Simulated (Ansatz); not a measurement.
## CO on the 1x1 (111) surface of fcc Pd, one in a 2x2 cell, started at the site 'bridge Pd-Pd (span 2.8 Å)'

Level of theory: r2SCAN, at the PBE geometry (plane waves to 500 eV, PAW; Ansatz, a first-principles code).

Slab: 18 atoms, 6.8 Å thick at the start under the adsorbate (thin: gaps and levels are the slab's own); k 6x6x1, smearing 0.1 eV, dipole-corrected; single point; on the structure that PBE left under its start's symmetry; no spin, no spin-orbit, no U, no dispersion correction. At the end it is bonded to 3 Pd. In PBE it is, or lies within 0.03 eV of, the lowest of the starts that converged; the order may differ at this level.

| Property | Value |
|---|---|
| adsorption energy against CO(g) at the same level | -2.18 eV |
| work function of the top face | 6.30 eV |
| change of the work function | 1.07 eV |
| change of the step from the bottom to the top vacuum level, against the clean slab | 1.07 eV |
| height of the binding atom over the mean of the host atoms within 0.3 Å of the top one | 132.3 pm |
| nearest host atoms of the binding atom | Pd at 2.07 Å, Pd at 2.07 Å, Pd at 2.08 Å |
| note | the adsorbate left its starting site by 0.8 Å |
| cost | around 6 core-minutes (rough) |

A negative adsorption energy means that the adsorbate is more stable on the surface than in its reference.
